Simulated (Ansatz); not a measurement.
Take TlSnCl$_{3}$ in the cubic perovskite structure (space group Pm-3m, No. 221; a = 5.578 Å; a hypothetical phase, not in the database extracts checked) as the base.

(Cell as relaxed with PBE.)

Levels (all Ansatz, a first-principles code, PAW): PBE (420 eV, spin-orbit coupling left out); r2SCAN (500 eV, no SOC).

Each level relaxes its own structure.

| quantity | PBE | r2SCAN |
|---|---|---|
| volume per atom | 34.71 Å³ | ___ |
| lattice parameter a | 10.540 bohr | ___ |
| band gap | 0.89 eV | ___ |
| gap character | indirect, R → X | ___ |
| electron mass | 0.44 mₑ along k, 0.79 mₑ across | ___ |
| hole mass | 0.098 mₑ | ___ |

Question: Given the PBE results, estimate those of r2SCAN.

Answer: 
- volume per atom, r2SCAN: 33.41 Å³
- lattice parameter a, r2SCAN: 10.408 bohr
- band gap, r2SCAN: 0.69 eV
- gap character, r2SCAN: indirect, R → X
- electron mass, r2SCAN: 0.42 mₑ along k, 0.74 mₑ across
- hole mass, r2SCAN: 0.081 mₑ

PBE's volume per atom lies 1.292 Å³ above r2SCAN's (3.9 %); PBE's lattice parameter a lies 0.132 bohr above r2SCAN's (1.3 %); PBE's band gap lies 0.20 eV above r2SCAN's; the two agree on the gap character. Neither level is exact; r2SCAN is the comparison here, not a measurement.

Spin-orbit coupling, missing from the scalar runs, can matter with Tl. Effective masses come from finite differences of ±0.01 Å⁻¹. Along k means along the line from Γ to the band edge. Stability against distortions was not tested. Many cubic perovskites are stable only at high temperature; tilts and polar distortions were not tested.
